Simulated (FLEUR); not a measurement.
A self-consistent single point of MgH2 (P4_2/mnm, 6 atoms in the cell) with FLEUR.

Method: LDA (Perdew-Zunger), all-electron FLAPW (FLEUR), scalar-relativistic valence.

```
MgH2
1.0
    4.53220     0.00000     0.00000
    0.00000     4.53220     0.00000
    0.00000     0.00000     3.02965
Mg H
2 4
Direct
  0.50000   0.50000   0.50000
  0.00000   0.00000   0.00000
  0.69557   0.69557   0.00000
  0.30443   0.30443   0.00000
  0.80443   0.19557   0.50000
  0.19557   0.80443   0.50000
```

Reference input (self-consistent single point, DFT, PBE, all-electron FLAPW (FLEUR), scalar-relativistic valence): Kmax = 4.4 1/bohr; GmaxXC = 17.6 1/bohr; xcFunctional = pbe; jspins = 1; l_soc = F; mode = hist; fermiSmearingEnergy = 0.0001 Htr; mesh (inpgen div1-3) = 6 6 9; inpgen gamma flag = true; Gmax = 17.6 1/bohr; numbands = 0; maxIterBroyd = 99. This run's input differs from it in these lines:

```diff
@@ -18,2 +18,3 @@
 &comp jspins=1 /
+&exco xctyp='pz' /
 &kpt div1=6 div2=6 div3=9 gamma=t /
@@ -30,3 +31,3 @@
       <coreElectrons ctail="T" frcor="F" kcrel="0" coretail_lmax="0"/>
-      <xcFunctional name="pbe" relativisticCorrections="F"/>
+      <xcFunctional name="pz" relativisticCorrections="F"/>
       <magnetism jspins="1"/>
```

Output, abridged:

```
 Iteration:     1   Distance:      12.13745505 me/bohr^3
 Iteration:     2   Distance:      11.29681209 me/bohr^3
 Iteration:     3   Distance:       1.79134995 me/bohr^3
 Iteration:     4   Distance:       2.00311726 me/bohr^3
 Iteration:     5   Distance:       0.73868691 me/bohr^3
   [... 4 lines left out ...]
 Iteration:    10   Distance:       0.00049146 me/bohr^3
 Iteration:    11   Distance:       0.00029734 me/bohr^3
 Iteration:    12   Distance:       0.00004340 me/bohr^3
 Iteration:    13   Distance:       0.00000393 me/bohr^3
 Reset of history
 Run finished successfully
 Stop message:
   Structural relaxation: new displacements generated

[file out, last iteration]
             iter=     14
[...]
          total density-effective poten   -6.1340627018E+02
          total charge density-energy d   -3.2601208261E+01
 Updated energy parameters for spin:           1
[...]
 fermi energy and band-weighting factors:
    0.399958    0.408389    0.441397

[...]
FERMIE:
          first approx. to ef    (T=0)  :   0.011152 htr   (energy of the highest occ. eigenvalue)
          number of occ. states  (T=0)  :        600
          first approx. to seigv (T=0)  : -28.959587 htr
          sum of weights of occ. states :  12.000000
          sum of semicore charge        :   0.000000 e
FERHIS:  Fermi-Energy by histogram:
          bandgap                     :   0.128886 htr
   [... lines left out ...]
          charge neutrality (T=0)     :   0.000000    (zero if the highest occ. eigenvalue is "entirely" occupied)
 Direct bandgap for spin            1 :   0.16068874509291839       Htr
 ---->    free energy=                      -401.3787652326 htr
   [... lines left out ...]
      extrapolation for T->0
 ---->    total electron energy=            -401.3787652326 htr
 ***** TOTAL FORCES ON ATOMS *****
 TOTAL FORCE FOR ATOM TYPE=  1  X=  4.282   Y=  4.282   Z=  2.863
                       FX_TOT= 0.000000 FY_TOT= 0.000000 FZ_TOT= 0.000000
 TOTAL FORCE FOR ATOM TYPE=  2  X= -2.607   Y= -2.607   Z=  0.000
                       FX_TOT=-0.000131 FY_TOT=-0.000131 FZ_TOT= 0.000000
```

The run converged in 13 iterations. FLEUR gives forces in its relaxation mode, with a further iteration, so its stop message speaks of a relaxation. Against the reference run the largest force goes from 0.003 to 0.010 eV/Å and the gap on the mesh goes from 3.870 to 3.507 eV.

The starting cell comes from a database of computed structures (which also holds hypothetical and non-ambient phases and stackings), without a prior relaxation at this level. Its lattice was rescaled by a random factor within 2.5 % of one. Values depend on the basis (sphere radii, cutoffs, local orbitals), which need not be converged.

Cost on one core of a shared machine: roughly 4 min.
